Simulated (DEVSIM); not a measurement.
Device: illuminated Si n-on-p cell, one wavelength, at 400 K.

| layer (left to right) | material | thickness (μm) | Nd (cm⁻³) | Na (cm⁻³) | τn (s) | τp (s) | absorption coefficient (cm⁻¹) |
|---|---|---|---|---|---|---|---|
| 1 | Si | 0.870 | 7.5e17 | - | 2.8e-6 | 5.4e-7 | 760 |
| 2 | Si | 43.0 | - | 1e16 | 6.4e-6 | 6.4e-6 | 760 |

Left contact: ohmic, minority hole recombination velocity 3000 cm/s. Right contact: ohmic, minority electron recombination velocity 60 cm/s. Voltage is applied to the left contact. Recombination: SRH at mid-gap, radiative, Auger. Light enters at the left, 2.2e18 photons cm⁻² s⁻¹, one pass, no reflection. Mobility is μmin + (μ − μmin)/(1 + (N/Nref)^α).

The device is made up for the run: typed textbook-type constants, with dimensions and the other settings drawn at random. Values at 300 K; Nc and Nv go as T^1.5, mobilities as T to minus their exponent, the gap by Varshni's rule with the affinity fixed.

```tsv
parameter	Si
gap (eV)	1.124
affinity (eV)	4.05
permittivity	11.7
Nc (cm⁻³)	2.86e19
Nv (cm⁻³)	3.1e19
μn (cm²/Vs)	1417
μp (cm²/Vs)	470
μn,min	52
μp,min	45
Nref,n	9.7e16
Nref,p	2.2e17
αn	0.68
αp	0.72
T exponent of μn	2.3
T exponent of μp	2.2
B (cm³/s)	4.7e-15
Cn (cm⁶/s)	2.8e-31
Cp (cm⁶/s)	9.9e-32
Varshni α (eV/K)	0.000473
Varshni β (K)	636
```

Simulated with DEVSIM: 1D drift-diffusion, Boltzmann statistics, complete ionisation; no tunnelling, impact ionisation, image-force lowering or self-heating.

The doping Nd of layer 1 was swept, all else fixed.

```json
[
 {"doping Nd of layer 1 (cm^-3)": "2.2e16", "short-circuit current (mA/cm²)": "331", "largest power (mW/cm²)": "106", "dark forward voltage at 100 A/cm² (V)": "0.719", "potential step across the device at zero bias (V)": "0.542"},
 {"doping Nd of layer 1 (cm^-3)": "7.5e16", "short-circuit current (mA/cm²)": "331", "largest power (mW/cm²)": "113", "dark forward voltage at 100 A/cm² (V)": "0.728", "potential step across the device at zero bias (V)": "0.585"},
 {"doping Nd of layer 1 (cm^-3)": "2.2e17", "short-circuit current (mA/cm²)": "331", "largest power (mW/cm²)": "115", "dark forward voltage at 100 A/cm² (V)": "0.737", "potential step across the device at zero bias (V)": "0.622"},
 {"doping Nd of layer 1 (cm^-3)": "7.5e17", "short-circuit current (mA/cm²)": "330", "largest power (mW/cm²)": "117", "dark forward voltage at 100 A/cm² (V)": "0.747", "potential step across the device at zero bias (V)": "0.664"},
 {"doping Nd of layer 1 (cm^-3)": "2.2e18", "short-circuit current (mA/cm²)": "330", "largest power (mW/cm²)": "117", "dark forward voltage at 100 A/cm² (V)": "0.753", "potential step across the device at zero bias (V)": "0.701"},
 {"doping Nd of layer 1 (cm^-3)": "7.5e18", "short-circuit current (mA/cm²)": "330", "largest power (mW/cm²)": "117", "dark forward voltage at 100 A/cm² (V)": "0.756", "potential step across the device at zero bias (V)": "0.743"},
 {"doping Nd of layer 1 (cm^-3)": "2.2e19", "short-circuit current (mA/cm²)": "327", "largest power (mW/cm²)": "116", "dark forward voltage at 100 A/cm² (V)": "0.756", "potential step across the device at zero bias (V)": "0.781"}
]
```

From the first row to the last the short-circuit current goes from 331 to 327. From the first row to the last the largest power goes from 106 to 116.
